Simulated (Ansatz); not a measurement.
We consider hexagonal WC, described by r²SCAN+rVV10 (PAW; Ansatz, a first-principles code).

Numerical settings: plane-wave cutoff 560 eV, 24×24×20 k mesh (along the axes of the cell as run), Fermi–Dirac smearing 0.05 eV, no spin polarisation, scalar-relativistic PAW data made under PBE.

Response to compression and expansion:

Shape and atoms are relaxed at each volume.

```
V (Å³/atom)  P (GPa)  c (Å)  a (Å)
-----------  -------  -----  -----
9.949          18.10  2.800  2.864
10.156          8.58  2.817  2.886
10.363          0.00  2.832  2.907
10.571         -7.73  2.848  2.928
10.778        -14.70  2.863  2.948
```

Note: the bulk modulus comes from volumes at which shape and atoms were relaxed.
